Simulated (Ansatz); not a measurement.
Worked example: self-consistent single point of Zn7Mo (I4mm, 8 atoms in the cell) in Ansatz (a quantum-chemistry and plane-wave program).

Method of the run: PBEsol, default PAW files made with PBE (plane waves; Ansatz).

```yaml
crystal:
  lattice:
    - [0.00000, 3.87310, 3.87310]
    - [3.87310, 0.00000, 3.87310]
    - [3.87310, 3.87310, 0.00000]
  atoms:
    - { symbol: Zn, position: [0.00000, 0.00000, 0.50000] }
    - { symbol: Zn, position: [0.50000, 0.50000, 0.00000] }
    - { symbol: Zn, position: [0.50000, 0.00000, 0.00000] }
    - { symbol: Zn, position: [0.00000, 0.50000, 0.50000] }
    - { symbol: Zn, position: [0.00000, 0.50000, 0.00000] }
    - { symbol: Zn, position: [0.50000, 0.00000, 0.50000] }
    - { symbol: Zn, position: [0.50645, 0.50645, 0.49355] }
    - { symbol: Mo, position: [0.00000, 0.00000, 0.00000] }
```

Reference input (self-consistent single point, DFT, PBEsol, plane waves, default PAW files made with PBE): basis.ecutwfc = 420 eV; kpoints.mp_grid.grid = 6 6 6; hamiltonian.xc = pbesol; hamiltonian.pseudopotentials = {kind: paw} (the program's default PAW files); scf.occupations.method = fermi_dirac; scf.occupations.width = 0.1 eV. This run's input differs from it in these lines:

Ansatz 0.2 input:
```diff
@@ -17,3 +17,3 @@
 kpoints:
-  mp_grid: { grid: [6, 6, 6] }
+  mp_grid: { grid: [7, 7, 7] }
 hamiltonian:
@@ -22,3 +22,3 @@
 scf:
-  occupations: { method: fermi_dirac, width: 0.1 eV }
+  occupations: { method: fermi_dirac, width: 0.3 eV }
 output:
```

Output, abridged:

```
SCF iter   1: F=—  HF=-27864.250844 eV  |F-HF|=—  |Δ(HF+E_count)|=         —  Δρ=9.52e-3  dr2=1.77e-1  ethr=1.77e-3  ⟨swp⟩=9.8  Hψ=11694  notcnv=0
all-band conjugate gradients solve this SCF's bands
preconditioner: auto → Kerker (q_TF=auto, 2.652 Å⁻¹)
SCF iter   2: F=—  HF=-27864.230956 eV  |F-HF|=—  |Δ(HF+E_count)|=   1.99e-2  Δρ=4.35e-3  dr2=6.03e-2  ethr=1.81e-4  ⟨swp⟩=1.0  Hψ=2920  notcnv=0
   [... lines left out ...]
SCF iter   6: F=—  HF=-27864.222144 eV  |F-HF|=—  |Δ(HF+E_count)|=   6.36e-7  Δρ=9.75e-5  dr2=7.65e-6  ethr=3.80e-8  ⟨swp⟩=2.0  Hψ=4316  notcnv=0
SCF iter   7: F=—  HF=-27864.222140 eV  |F-HF|=—  |Δ(HF+E_count)|=   4.00e-6  Δρ=2.96e-5  dr2=1.75e-6  ethr=7.81e-9  ⟨swp⟩=2.0  Hψ=4279  notcnv=0
SCF iter   8: F=—  HF=-27864.222140 eV  |F-HF|=—  |Δ(HF+E_count)|=   1.99e-7  Δρ=9.99e-6  dr2=1.14e-7  ethr=1.78e-9  ⟨swp⟩=2.7  Hψ=4340  notcnv=0
SCF iter   9: F=-27864.222140 eV  HF=-27864.222140 eV  |F-HF|=6.58e-10  |Δ(HF+E_count)|=   3.57e-8  Δρ=1.53e-6  dr2=2.73e-9  ethr=1.02e-10  ⟨swp⟩=4.5  Hψ=8849  notcnv=0
SCF 1 converged in 9 iterations: F = -27864.222140 eV  dr2 = 2.73e-9
Free energy (F): -27864.222140 eV
Internal energy: -27863.451478 eV  (E = F + TS)
E sigma→0 (E₀):  -27863.836809 eV
Entropy (-TS):   -0.770662 eV (-96.333 meV/atom)
Fermi energy:    12.646450 eV
--- Forces (eV/Å), atoms counted from 1 ---
  atom   1  Zn     0.00000000     0.00000000    -0.01301279
  atom   2  Zn     0.00000000    -0.00000000    -0.01301279
  atom   3  Zn     0.00000000    -0.07212820     0.04558858
  atom   4  Zn     0.00000000     0.07212820     0.04558858
  atom   5  Zn    -0.07212820     0.00000000     0.04558858
  atom   6  Zn     0.07212820     0.00000000     0.04558858
  atom   7  Zn     0.00000000     0.00000000    -0.14273262
  atom   8  Mo    -0.00000000     0.00000000    -0.01359688
--- Stress (GPa, compression-positive) ---
       -2.965116       0.000000       0.000000
        0.000000      -2.965116       0.000000
        0.000000       0.000000      -2.969137
  P = ⅓ Tr σ = -2.9665 GPa (-29.665 kbar)
  The stress holds the Pulay correction. Without it, at fixed plane waves, as pw.x and ABINIT print it: P = -3.0627 GPa
```

The run converged in 9 iterations. Against the reference run the free energy falls by 36.9 meV/atom, the pressure goes from -3.32 to -2.97 GPa and the largest force stays at 0.143 eV/Å.

The starting cell comes from a database of computed structures (which also holds hypothetical and non-ambient phases and stackings), without a prior relaxation at this level. Its lattice was rescaled by up to half a per cent. One atom was moved a little off its site on purpose. Spin polarisation is off. Ansatz's pressure includes its estimate of the finite-basis (Pulay) stress.

Cost on one core of a shared machine: roughly 30 s.
